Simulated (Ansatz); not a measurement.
Consider ZnS in the zinc blende structure (space group F-43m, No. 216; a = 5.3891 Å).

All numbers come from plane-wave PAW DFT at the r2SCAN level (Ansatz, a program for electronic structure, 500 eV), no SOC.

Before the change:

Electron mass: 0.19 mₑ (at Γ)
Pressure: 0.00 GPa
Band gap: 2.70 eV

One thing is altered: every lattice vector is stretched by 2.50 %; the atoms relax in the strained cell.

Task: Predict the new electron mass, pressure, energy relative to the base and band gap.

Result: The electron mass goes from 0.19 mₑ (at Γ) to 0.18 mₑ (at Γ); the pressure goes from zero to -4.96 GPa; the energy grows by 25 meV/atom; the band gap decreases by 0.335 eV to 2.37 eV.

Masses are band curvatures over ±0.01 Å⁻¹ around the edge. Stability against distortions was not tested.
